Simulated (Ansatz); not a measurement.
Consider CdS in the zinc blende structure (space group F-43m, No. 216; a = 5.824 Å). Axes: x, y, z lie along the cube axes.

Level of theory: Ansatz (a first-principles code), PBEsol, PAW, cutoff 420 eV, no SOC.

Strains are applied to the cell and any free atomic positions relax; under biaxial strain the out-of-plane vector relaxes too.

One change was made to it. Results:

The valence-band top at Γ (three highest levels, from the VBM) becomes 0.00, -0.17, -0.17 eV (base: 0.00, 0.00, 0.00 eV); the energy goes up by 4.4 meV/atom; the volume per atom increases by 0.26 Å³ to 24.96 Å³.

**Question.** Name the change that was made.
A. biaxial strain −2.50 %, plane normal [001], relaxed out of plane
B. biaxial strain +1.00 %, plane normal [001], relaxed out of plane
C. biaxial strain +2.50 %, plane normal [001], relaxed out of plane

**Answer.** C, biaxial strain +2.50 %, plane normal [001], relaxed out of plane. For comparison, the valence-band top at Γ in the other runs: biaxial strain −2.50 %, plane normal [001], relaxed out of plane gives 0.00, 0.00, -0.21 eV; biaxial strain +1.00 %, plane normal [001], relaxed out of plane gives 0.00, -0.07, -0.07 eV.

The levels and masses belong to the bands next to the band gap. Stability against distortions was not tested.
